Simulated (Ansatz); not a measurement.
Consider CdTe in the zinc blende structure (space group F-43m, No. 216; a = 6.558 Å).

Modification: the cell is scaled by 0.9733 in all directions, atoms relaxed at fixed cell.

Levels (all Ansatz, a first-principles code, PAW): r2SCAN (500 eV, no SOC); HSE06+SOC (420 eV, spin-orbit coupling included).

The geometry is relaxed with r2SCAN.

```
Item                                        Value
----------------------------  -------------------
r2SCAN band gap                           1.43 eV
r2SCAN valence-band top at Γ  0.00, 0.00, 0.00 eV
```

### Question
Predict the band gap and valence-band top at Γ from HSE06+SOC.

### Answer
The band gap increases by 0.06 eV to 1.49 eV; the valence-band top at Γ (three highest Kramers pairs, from the VBM) changes from 0.00, 0.00, 0.00 eV to 0.00, 0.00, -0.96 eV. The threefold valence maximum splits by Δso ≈ 0.96 eV.

Single points use the geometry relaxed with r2SCAN. Differences between runs with and without spin-orbit coupling are approximate. With Te present, leaving out spin-orbit coupling can change the band edges. The cells carry an imposed strain or load. No phonon test of stability was made.
